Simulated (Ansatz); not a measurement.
Cell and atoms of amorphous Si$_{24}$O$_{51}$W:

```xyz
76
Lattice="10.4070 -0.2893 -0.0258 -0.2893 10.6937 -0.1417 -0.0258 -0.1417 10.2875" Properties=species:S:1:pos:R:3 pbc="T T T"
Si     4.6284     6.4860     0.3124
Si     8.8439     8.5863     5.6887
Si     3.7697     1.2663     1.6325
Si     2.3398     1.9806     4.2989
Si     6.8577     2.2717     1.8209
Si     7.5489     4.3662     4.0718
Si     2.5034     0.8523     8.9891
Si     6.5637     2.7528     6.6456
Si     0.6939     8.9126     9.7929
Si     8.0206     9.6093     9.7331
Si     2.1801     4.9835     4.5455
Si     6.4942     7.0063     9.1573
Si     8.1280     7.0976     3.3250
Si     0.1905     0.0309     4.2122
Si     7.5006    10.1801     2.5082
Si     9.9951     4.4965     5.8672
Si     4.2618     0.6034     6.3826
Si     8.2657     6.5150     7.6597
Si     2.1602     9.3383     2.3171
Si     8.2417     1.9817     9.3012
Si     1.5905     5.9799     9.5338
Si     5.8570     9.2505     4.7972
Si     4.0579     7.0887     3.3724
Si     0.5302     3.2987     8.2199
O      9.1032     7.8244     7.0886
O      1.1895     9.9379     3.4588
O      2.7786     8.0058     2.9863
O      9.0308     6.1326     2.2779
O      0.7561     1.5744     4.3708
O      7.2600     8.9782     5.5887
O      7.7494     1.2259     2.6079
O      8.4326     0.3930     9.0933
O      3.4880     5.8924     4.3657
O      2.5711     3.4668     4.9556
O      0.9995     5.5494     5.5300
O      3.6598     0.5485     7.8738
O      9.0674    10.2147     3.0716
O      9.6688     2.7682     9.1959
O      4.8540    10.0095     5.8678
O      7.3702     2.5687     0.2757
O      7.0717     8.6280     8.9116
O      5.2697     1.8667     1.6904
O      3.1636     1.4960     0.1221
O      1.4249    10.1432     9.0143
O      4.6183     6.4727     1.9700
O      3.0960     5.8577    10.0886
O      7.4222     2.5532     7.9228
O      3.3526    10.3730     1.8785
O      3.1902     0.9363     5.2215
O      8.9741     5.2711     6.8356
O      0.6435     5.7494     0.5482
O      8.2129     6.4091     9.2827
O      1.3064     8.8926     1.0164
O      9.2124     4.2354     4.3768
O      7.4394     8.3199     2.6132
O      5.8867     5.5373     9.9868
O      5.0230     7.7205     9.8230
O      7.3783    10.0618     0.8739
O      6.6092     6.5485     7.4870
O      7.1550     5.9347     4.0044
O      5.2600     1.9421     6.4126
O      9.8631     9.8650     5.5302
O      1.4180     4.9182     3.0694
O      1.5746     2.0667     8.3938
O      6.9816     3.6538     2.7499
O      6.1664    10.2311     3.5515
O      6.9118     3.7114     5.4609
O      9.6992     3.3109     1.6749
O      5.0970     7.8919     4.3144
O      1.0883     7.4610     9.0619
O      2.8549     2.0580     2.7501
O      9.2071     7.5221     4.4789
O      9.5434     9.0033     9.8749
O      1.2598     4.7528     8.5064
O     -0.0285     3.3879     6.6673
W     -0.0919     5.1417     2.0642
```

These are PBE, scalar-relativistic without spin-orbit coupling (plane waves to 420 eV, PAW; Ansatz, an electronic-structure program) values and carry that method's errors.

A CHGNet melt-quench gave the starting glass, which DFT then relaxed. O atoms were pushed apart under 1.9 Å during the dynamics, to hinder bonds among them. The hot cell started wider than the set density and was brought back towards it in steps. It is the lowest in DFT energy of 2 quenches. It is a model cell: composition and starting density were chosen by hand, and all elements were melted together. No dispersion term was used. Its density started from a set value of 2.43 and ended at 2.43 g/cm³. The simulated quench (nominally 400 K/ps over its main leg) is rapid and tends to freeze in more defects than a deposited or slowly cooled glass has. Values belong to this one cell and scatter from quench to quench. The volume was held where the preparation left it and the shape relaxed, at a PBE pressure of -0.3 GPa (tension).

Cut-offs for bonds: Si-Si 2.60 Å, Si-O 2.00 Å, Si-W 2.74 Å, O-O 1.58 Å, O-W 2.51 Å, W-W 3.04 Å. Two cations that share two anions don't count as bonded, nor two that share one unless they lie closer than Si-Si 2.38 Å, Si-W 2.66 Å, W-W 2.95 Å.

Task: Give the coordination numbers, mean bond lengths and angles.

Result: 
```yaml
Mean coordination of Si by anions: 4.04 (1 with 3, 21 with 4, 2 with 5)
Mean coordination of O: 1.98 (1 with 1, 50 with 2)
Mean coordination of W by anions: 4.00 (1 with 4)
Mean Si-O bond: 1.645 Å (spread 0.049 Å, 97 counted)
Mean O-W bond: 1.787 Å (spread 0.053 Å, 4 counted)
Bond angle at Si: mean 109.4°, spread 10.9°
Bond angle at O: mean 141.7°, spread 20.3°
Bond angle at W: mean 108.9°, spread 9.3°
```

Task: Which atoms depart from the most common coordination of their element?

Result: Si8 has 3 (O47 1.55 Å, O61 1.55 Å, O67 1.56 Å); Si12 has 5 (O59 1.74 Å, O41 1.74 Å, O57 1.77 Å, O56 1.79 Å, O52 1.82 Å); Si15 has 5 (O58 1.64 Å, O37 1.67 Å, O66 1.69 Å, O31 1.74 Å, O55 1.86 Å); O68 has 1 (W76 1.70 Å).

Task: List the pairs of like atoms that count as bonded by the rules above.

Result: There are none by these rules.
